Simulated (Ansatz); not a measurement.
**Several settings converged on LuF₃ (P-3m1, 4 atoms in the cell)**

```yaml
crystal:
  lattice:
    - [3.82734, 0.00000, 0.00000]
    - [-1.91367, 3.31457, 0.00000]
    - [0.00000, 0.00000, 4.21981]
  atoms:
    - { symbol: Lu, position: [0.00000, 0.00000, 0.50000] }
    - { symbol: F, position: [0.33333, 0.66667, 0.60999] }
    - { symbol: F, position: [0.66667, 0.33333, 0.39001] }
    - { symbol: F, position: [0.00000, 0.00000, 0.00000] }
```

Base method: LDA (PW92), default PAW files made with PBE (plane waves; Ansatz, a quantum-chemistry and plane-wave program).

Base settings: basis.ecutwfc = 420 eV; kpoints.mp_grid.grid = 8 8 6; hamiltonian.xc = lda; hamiltonian.pseudopotentials = {kind: paw} (the program's default PAW files); scf.occupations.method = fixed.

Core times come from one kind of shared machine, to one figure; runs under 30 s give none.

**Zone-centre phonons against the cutoff**

In this ladder: phonons.method = dfpt; phonons.dielectric = true; phonons.rigid_motions = translations.

The mesh stays at the base's, so the ladder's end is converged at best in this setting alone.

Frequencies are those of the unrelaxed cell, without the LO-TO term of polar crystals.

Only quantities that move along the ladder and can be compared are tabulated.

ε∞ and Born charges come from denser meshes that the program picks itself.

| basis.ecutwfc | highest zone-centre frequency (cm⁻¹) | lowest optical frequency (cm⁻¹) | largest Born charge (mean of the diagonal) (e) | mean ε∞ | core time / last (rough) |
|---|---|---|---|---|---|
| 210 eV | 598.9 | 226.1 | 3.898 | 2.480 | 0.3 |
| 250 eV | 652.9 | -38.7 | 3.786 | 2.472 | 0.3 |
| 295 eV | 484.7 | 136.2 | 3.814 | 2.499 | 0.4 |
| 420 eV | 449.9 | 128.5 | 3.820 | 2.511 | 0.8 |
| 505 eV | 450.0 | 128.1 | 3.820 | 2.512 | 1 |

Coarsest basis.ecutwfc that holds the mean ε∞ within 0.02 of the last step, with all finer ones: 295 eV, at about 0.4 of the last step's time; the step before is off by 0.040.

Coarsest basis.ecutwfc that holds the largest Born charge (mean of the diagonal) within 0.02 e of the last step, with all finer ones: 295 eV, at about 0.4 of the last step's time; the step before is off by 0.034 e.

Coarsest basis.ecutwfc that holds the highest zone-centre frequency within 5 cm⁻¹ of the last step, with all finer ones: 420 eV; the step before is off by 35 cm⁻¹.

**The dielectric constant against the mesh**

In this ladder: dielectric = true; dielectric.field_mesh = kpoints.

Only quantities that move along the ladder and can be compared are tabulated.

| kpoints.mp_grid.grid | largest Born charge (mean of the diagonal) (e) | mean ε∞ |
|---|---|---|
| 3 3 2 | 3.837 | 2.470 |
| 4 4 3 | 3.822 | 2.501 |
| 6 6 5 | 3.820 | 2.511 |
| 15 15 12 | 3.820 | 2.511 |

Coarsest kpoints.mp_grid.grid that holds the largest Born charge (mean of the diagonal) within 0.005 e of the last step, with all finer ones: 4 4 3; the step before is off by 0.017 e.

Coarsest kpoints.mp_grid.grid that holds the mean ε∞ within 0.02 of the last step, with all finer ones: 4 4 3; the step before is off by 0.041.

**Zone-centre phonons against the mesh**

In this ladder: phonons.method = dfpt; phonons.dielectric = true; phonons.rigid_motions = translations.

Frequencies are those of the unrelaxed cell, without the LO-TO term of polar crystals.

Only quantities that move along the ladder and can be compared are tabulated.

| kpoints.mp_grid.grid | lowest optical frequency (cm⁻¹) | core time / last (rough) |
|---|---|---|
| 3 3 2 | -55.7 | 0.08 |
| 4 4 3 | 118.7 | 0.1 |
| 6 6 5 | 128.3 | 0.3 |
| 12 12 9 | 128.6 | 1 |

Coarsest kpoints.mp_grid.grid that holds the lowest optical frequency within 2 cm⁻¹ of the last step, with all finer ones: 6 6 5, at about 0.3 of the last step's time; the step before is off by 9.8 cm⁻¹.

On the base run: the starting cell comes from a database of computed structures (which also holds hypothetical and non-ambient phases and stackings), without a prior relaxation at this level. Its lattice was rescaled by up to half a per cent.

Keys are those of Ansatz 0.2.
